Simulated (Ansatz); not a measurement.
**Defect calculation: Mg_Zn in chalcopyrite ZnGeP2**

These are PBE, PAW (plane waves to 420 eV; Ansatz, a program for electronic structure) values and carry that method's errors. Set-up: 64-site cell; 2×2×2 shifted k-points; start: the Zn site; energies good to tenths of an eV; flagged in the runs: a host whose relaxation on this sampling wasn't shown to rest.

Neighbours after relaxation, in Å: of the Mg atom: P 2.49, P 2.49, P 2.49, P 2.49.

| charge | moment (μB) | largest move off a lattice site (Å) |
|---|---|---|
| 0 | not spin-polarised | 0.11 |

Flagged in the runs: a host whose relaxation on this sampling wasn't shown to rest.

All states together cost roughly 16 core-minutes.
